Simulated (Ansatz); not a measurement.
The parent structure is KBr in the rock salt structure (space group Fm-3m, No. 225; a = 6.549 Å).

All numbers come from PBEsol (Ansatz, a first-principles code, PAW, spin-orbit coupling left out).

For the base:

| Item | Value |
|---|---|
| Valley order | Γ 4.34 eV; X along ⟨100⟩ 5.72 eV |
| Width of the top valence band | 0.57 eV |
| Electron mass | 0.37 mₑ (at Γ) |

Modification: the cell is scaled by 0.9750 in all directions, atoms relaxed at fixed cell.

Problem. Estimate the effect on the valley order, width of the top valence band and electron mass.

Solution. The valley order (the lowest conduction-band minima on the path, energy above the VBM, named in the base's zone) becomes Γ 4.54 eV; X along ⟨100⟩ 5.60 eV (base: Γ 4.34 eV; X along ⟨100⟩ 5.72 eV); the width of the top valence band rises by 0.09 eV to 0.66 eV; the electron mass goes from 0.37 mₑ (at Γ) to 0.35 mₑ (at Γ).

The levels and masses belong to the bands next to the band gap. The cells carry an imposed strain or load. Masses are band curvatures over ±0.01 Å⁻¹ around the edge. Stability against distortions was not tested.
